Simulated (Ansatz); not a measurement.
Band structure of Li3In (I4/mmm, 4 atoms in the cell).

```xyz
4
Lattice="-2.0807 2.0807 4.2281 2.0807 -2.0807 4.2281 2.0807 2.0807 -4.2281" Properties=species:S:1:pos:R:3 pbc="T T T"
Li     0.0000     2.0807     2.1140
Li     2.0807     0.0000     2.1140
Li     0.0000     0.0000     4.2281
In     0.0000     0.0000     0.0000
```

Method of the run: LDA (PW92), PAW files made with PBE (plane waves; Ansatz, an electronic-structure program).

Settings: kpoints.mp_grid.grid = 11 11 11; hamiltonian.xc = lda; hamiltonian.pseudopotentials = {kind: paw} (the program's default PAW files); scf.occupations.method = gaussian; scf.occupations.width = 0.2 eV; kpoints.band_path.npoints = 8.

The starting cell comes from a database of computed structures (which also holds hypothetical and non-ambient phases and stackings), without a prior relaxation at this level.

Levels in eV from the Fermi level, bands 8 to 14:
```
point       8      9     10     11     12    13    14
-----  ------  -----  -----  -----  -----  ----  ----
Γ      -14.00  -6.59   0.32   2.18   2.18  3.28  3.73
X      -13.97  -4.23  -1.77  -1.43  -0.75  1.20  3.31
Y      -13.98  -4.55  -1.54  -1.38  -1.20  2.16  4.13
S      -13.98  -5.32  -2.16  -1.87   1.90  4.12  4.26
Z      -14.00  -5.89  -2.82   0.60   0.60  3.63  5.01
S1     -13.98  -5.32  -2.16  -1.87   1.90  4.12  4.26
N      -13.98  -5.37  -2.61  -0.01   0.97  2.87  4.23
P      -13.98  -4.23  -1.61  -1.61  -0.88  1.86  3.43
Y1     -13.98  -4.55  -1.54  -1.38  -1.20  2.16  4.13
```

Bands cross the Fermi level along this path, so the cell is metallic at this level.

Keys are those of Ansatz 0.2.
